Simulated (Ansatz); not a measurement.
ZnO, response to strain

Consider ZnO in the wurtzite structure (space group P6_3mc, No. 186; a = 3.1869 Å, c = 5.1526 Å). Axes: x lies along a and z along c of the hexagonal cell.

Strains are applied to the cell and any free atomic positions relax.

Computed with LDA (Ansatz, an electronic-structure program), without spin-orbit coupling.

Notes on the quantities. energy relative to the base: free energy F; pressure: mean of the normal stresses, compression positive.

| variant | energy relative to the base | pressure | band gap |
|---|---|---|---|
| base | 0 meV/atom | 0.0 kbar | 0.80 eV |
| tensor shear ε_xz = +1.00 % | +0.5 meV/atom | -0.1 kbar | 0.80 eV |
| tensor shear ε_xz = +1.67 % | +1.5 meV/atom | -0.4 kbar | 0.79 eV |
| tensor shear ε_xz = +0.67 % | +0.2 meV/atom | -0.1 kbar | 0.80 eV |
| tensor shear ε_xz = +2.00 % | +2.1 meV/atom | -0.6 kbar | 0.78 eV |
| tensor shear ε_xz = +1.33 % | +1.0 meV/atom | -0.3 kbar | 0.79 eV |
| tensor shear ε_xz = +0.33 % | +0.1 meV/atom | 0.0 kbar | 0.80 eV |

No phonon test of stability was made.
